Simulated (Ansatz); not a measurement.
**GaN: biaxial strain +0.50 %, plane normal [001], relaxed out of plane**

Take GaN in the zinc blende structure (space group F-43m, No. 216; a = 4.498 Å) as the base. Axes: x, y, z lie along the cube axes.

One thing is altered: tensile biaxial strain of 0.50 % in the plane normal to [001], as in epitaxy on a mismatched substrate; the out-of-plane cell vector and the atoms relax.

All numbers come from r2SCAN in Ansatz (plane waves to 500 eV, PAW, scalar-relativistic without spin-orbit coupling). k-mesh 13×13×13 (Γ-centred); smearing 0.05 eV (Fermi–Dirac).

```json
[
 {"quantity": "volume per atom", "base": "11.37 Å³", "changed": "11.43 Å³", "shift": "+0.052 Å³"},
 {"quantity": "space group", "base": "F-43m (No. 216)", "changed": "I-4m2 (No. 119)", "shift": "–"},
 {"quantity": "shortest interatomic distance", "base": "1.948 Å", "changed": "1.951 Å", "shift": "+0.003 Å"},
 {"quantity": "energy relative to the base (free energy F)", "base": "0 meV/atom", "changed": "+0.5 meV/atom", "shift": "+0.5 meV/atom"},
 {"quantity": "pressure (mean of the normal stresses, compression positive)", "base": "0.00 GPa", "changed": "-0.90 GPa", "shift": "-0.90 GPa"},
 {"quantity": "band gap", "base": "2.17 eV", "changed": "2.11 eV", "shift": "-0.06 eV"},
 {"quantity": "gap character", "base": "direct at Γ", "changed": "direct at Γ", "shift": "–"},
 {"quantity": "electron mass", "base": "0.17 mₑ (at Γ)", "changed": "0.17 mₑ (at Γ)", "shift": "–"},
 {"quantity": "hole mass", "base": "–", "changed": "0.17 mₑ out of plane, 0.85 mₑ in plane (at Γ)", "shift": "–"},
 {"quantity": "valence-band top at Γ (three highest levels, from the VBM)", "base": "0.00, 0.00, 0.00 eV", "changed": "0.00, -0.05, -0.05 eV", "shift": "–"},
 {"quantity": "out-of-plane strain", "base": "–", "changed": "-0.54 %", "shift": "–"},
 {"quantity": "mean in-plane stress (compression positive)", "base": "–", "changed": "-1.3 GPa", "shift": "–"}
]
```

Masses are band curvatures over ±0.01 Å⁻¹ around the edge. Whether these cells are dynamically stable was not tested. This is not the structure that GaN has at room temperature and ambient pressure. Labels are those of the standard path for the cell's own space group.

Ansatz is a program for electronic structure.
